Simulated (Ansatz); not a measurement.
WO₃ (P6/mmm, No. 191, 12 atoms in the cell; start mp-545665; a measured phase of this formula has another space group) was calculated with LDA (PAW; Ansatz, a program for electronic structure).

Settings: plane-wave cutoff 500 eV, 6×6×10 k mesh (along the axes of the cell as run), gaussian smearing 0.02 eV, no spin polarisation, scalar-relativistic PAW data made under PBE.

Cell (relaxed at this level):

```
CELL_PARAMETERS angstrom
      7.34688     0.00000     0.00000
     -3.67344     6.36258     0.00000
      0.00000     0.00000     3.77671
ATOMIC_POSITIONS crystal
  W  0.50000 0.50000 0.00000
  W  0.00000 0.50000 0.00000
  W  0.50000 0.00000 0.00000
  O  0.21476 0.42951 0.00000
  O  0.78524 0.57049 0.00000
  O  0.78524 0.21476 0.00000
  O  0.21476 0.78524 0.00000
  O  0.57049 0.78524 0.00000
  O  0.42951 0.21476 0.00000
  O  0.00000 0.50000 0.50000
  O  0.50000 0.00000 0.50000
  O  0.50000 0.50000 0.50000
```

**Question.** Estimate the band gap that the calculation returns.

**Answer.** 
- band gap = 0.59 eV (on the SCF k mesh)

Note: the relaxation could not lower the start's symmetry, so the cell can be a saddle point above a distorted one.

Spin–orbit coupling is not included.

Static lattice: no zero-point or thermal effects.

Computing time: roughly 100 core-seconds.

A start named mp-… is a Materials Project structure, which need not be a measured phase.
